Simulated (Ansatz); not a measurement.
The parent structure is WSi$_{2}$ (space group I4/mmm, No. 139; a = 3.2294 Å, c = 7.8677 Å).

Level of theory: PBE/PAW in Ansatz (a program for electronic structure), without spin-orbit coupling, earlier PAW set.

For the base:

The shortest interatomic distance comes out as 2.603 Å and the c/a ratio comes out as 2.436.

Modification: cell and atoms relaxed at a pressure of 60 GPa.

Task: What does the calculation give for the shortest interatomic distance and c/a ratio after the change?

Result: The shortest interatomic distance falls by 0.141 Å, from 2.603 Å to 2.462 Å; the c/a ratio increases by 0.037, from 2.436 to 2.473.

Load acts through the strain it causes; cell and atoms are relaxed under it. Whether these cells are dynamically stable was not tested. No other phases were tried under pressure. The final runs are not spin-polarised.
